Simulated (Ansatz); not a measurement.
**BaS: energy against volume**

BaS (rock salt, Fm-3m, 31.726 Å³/atom and stress up to 0.01 GPa in the relaxed cell, cube axes along x, y and z) under hydrostatic pressure, with the cell free. PBEsol in Ansatz, a plane-wave DFT program (PAW, default set), 420 eV, 9×9×9 Γ-centred mesh, Fermi-Dirac smearing 0.05 eV; ions are relaxed, or left where forces stay under 0.02 eV/Å, within the symmetry of each cell.

Here V stands for volume and E for E less E0.

| volume (Å³/atom) | E less E0 (meV/atom) | pressure (GPa) |
|---|---|---|
| 33.2951 | 10.23 | -2.01 |
| 32.4663 | 2.37 | -1.01 |
| 31.7264 | 0.00 | 0.01 |
| 31.5313 | 0.19 | 0.30 |
| 31.2743 | 0.98 | 0.70 |
| 30.7959 | 4.23 | 1.49 |
| 29.9808 | ? | ? |

Taking the third-order Birch-Murnaghan form, a cubic in V^(-2/3) for E over the 6 complete rows: With u = V^(-2/3) - 0.0996, the rows have u = -0.0029772, -0.0013397, 0.0001821, 0.0005933, 0.0011415, 0.0021821. Least squares gives E = 0.033 - 358.1·u + 1039077·u² + 2986661·u³. Residuals (row less fit): 0.000, 0.000, -0.002, 0.003, -0.003, 0.000; standard error 0.003 (degrees of freedom: 2). Its minimum lies at u = 0.0001722, so V0 = (0.0997722)^(-3/2) = 31.73. There d²E/du² = 2081000 and d³E/du³ = 1.792e7, so B0 = (4/9) × 31.73^(-7/3) × 2081000 × 0.160218 = 46.5 GPa (the last factor turns the table's units into GPa), and B0' = 4 + (2/3) × 0.0997722 × (1.792e7)/2081000 = 4.6. B0' rests on the cubic coefficient alone and has a standard error of 0.1 from these residuals.

Question: Estimate the missing E (V = 29.9808); what did the run itself give?

Answer: u = 0.0040186, so E = 0.033 - 358.1 × 0.0040186 + 1039077 × 0.0040186² + 2986661 × 0.0040186³ = 15.568 meV/atom. The calculation gives 15.55 meV/atom, 0.018 meV/atom below the prediction (0.1 % of the range of E in the table). The row lies outside the fitted rows, so this is an extrapolation. The scatter of the fitted rows lies at the last printed digit.

Other structures, which can take over under pressure, weren't tried. The same form fitted to the pressure column gives B0' = 4.5; series where the two differ by over 0.4 aren't shown. Rows are the converged runs of the series near zero and its far end, less any whose ions stayed unrelaxed beside relaxed ones; series whose fitted rows scatter by over a few per cent of the range, as at a crossing or softening among them, aren't shown in this form.
